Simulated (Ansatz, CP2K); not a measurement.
An Ansatz (a program for electronic structure) input for a self-consistent single point of ZnSe (F-43m, 2 atoms in the cell) (DFT, PBE, plane waves, default PAW files):

Ansatz 0.2 input:
```yaml
crystal:
  lattice:
    - [0.00000000, 2.82026500, 2.82026500]
    - [2.82026500, 0.00000000, 2.82026500]
    - [2.82026500, 2.82026500, 0.00000000]
  atoms:
    - { symbol: Zn, position_ang: [0.00000000, 0.00000000, 0.00000000] }
    - { symbol: Se, position_ang: [4.23039750, 4.23039750, 4.23039750] }
kpoints:
  mp_grid:
    grid: [10, 10, 10]
hamiltonian:
  xc: pbe
  pseudopotentials:
    kind: paw
scf:
  occupations:
    method: fermi_dirac
    width: 0.02
output:
  forces: true
  eigenvalues: true
  stress: true
```

Task: Write the same calculation as an input for CP2K.

Result: This is the input that was run; spellings and numerical settings could be chosen otherwise.

```
&GLOBAL
  PROJECT scf
  RUN_TYPE ENERGY_FORCE
  PRINT_LEVEL LOW
&END GLOBAL
&FORCE_EVAL
  METHOD Quickstep
  STRESS_TENSOR ANALYTICAL
  &DFT
    BASIS_SET_FILE_NAME BASIS_MOLOPT
    POTENTIAL_FILE_NAME GTH_POTENTIALS
    &QS
      METHOD GPW
      EPS_DEFAULT 1E-10
    &END QS
    &MGRID
      CUTOFF 600
      REL_CUTOFF 40
      NGRIDS 5
    &END MGRID
    &SCF
      SCF_GUESS ATOMIC
      EPS_SCF 1E-6
      MAX_SCF 100
      ADDED_MOS 4
      &DIAGONALIZATION
        ALGORITHM STANDARD
      &END DIAGONALIZATION
      &MIXING
        METHOD BROYDEN_MIXING
        ALPHA 0.4
        NBUFFER 10
        BETA 1
      &END MIXING
      &SMEAR ON
        METHOD FERMI_DIRAC
        ELECTRONIC_TEMPERATURE [K] 232.09
      &END SMEAR
    &END SCF
    &KPOINTS
      SCHEME MACDONALD 10 10 10 0.05 0.05 0.05
    &END KPOINTS
    &XC
      &XC_FUNCTIONAL PBE
      &END XC_FUNCTIONAL
    &END XC
    &PRINT
      &MO
        EIGENVALUES T
        OCCUPATION_NUMBERS T
        NDIGITS 8
        FILENAME mo
        &EACH
          QS_SCF 0
        &END EACH
        ADD_LAST NUMERIC
      &END MO
      &MULLIKEN OFF
      &END MULLIKEN
    &END PRINT
  &END DFT
  &SUBSYS
    &CELL
      ABC 3.98845700 3.98845718 3.98845755
      ALPHA_BETA_GAMMA 60.00000334 59.99999628 59.99999318
      PERIODIC XYZ
    &END CELL
    &COORD
      SCALED
      Zn       0.00000000     0.00000000     0.00000000
      Se       0.75000000     0.75000000     0.75000000
    &END COORD
    &KIND Zn
      BASIS_SET DZVP-MOLOPT-SR-GTH-q12
      POTENTIAL GTH-PBE-q12
    &END KIND
    &KIND Se
      BASIS_SET DZVP-MOLOPT-SR-GTH-q6
      POTENTIAL GTH-PBE-q6
    &END KIND
  &END SUBSYS
  &PRINT
    &FORCES ON
    &END FORCES
    &STRESS_TENSOR ON
    &END STRESS_TENSOR
  &END PRINT
&END FORCE_EVAL
```

Basis, cutoffs, solver keys and any potentials are the target program's own. This input uses DFT PBE, GPW, DZVP-MOLOPT-SR-GTH basis, GTH-PBE potentials (GTH_POTENTIALS). Both were run: pressure 3.03 GPa in Ansatz and 3.91 in CP2K; gap on the mesh 1.346 eV in Ansatz and 1.363 in CP2K. Ansatz's pressure is the one without its finite-basis correction.

On CP2K: the starting cell comes from a database of computed structures (which also holds hypothetical and non-ambient phases and stackings), without a prior relaxation at this level. Its lattice was rescaled by a random factor within 2.5 % of one. Values carry the incompleteness of an atom-centred basis. With a pressure of about 4 GPa the cell is away from its equilibrium volume at this level.

On Ansatz: the starting cell comes from a database of computed structures (which also holds hypothetical and non-ambient phases and stackings), without a prior relaxation at this level. Its lattice was rescaled by a random factor within 2.5 % of one. With a pressure of about 3 GPa the cell is away from its equilibrium volume at this level.
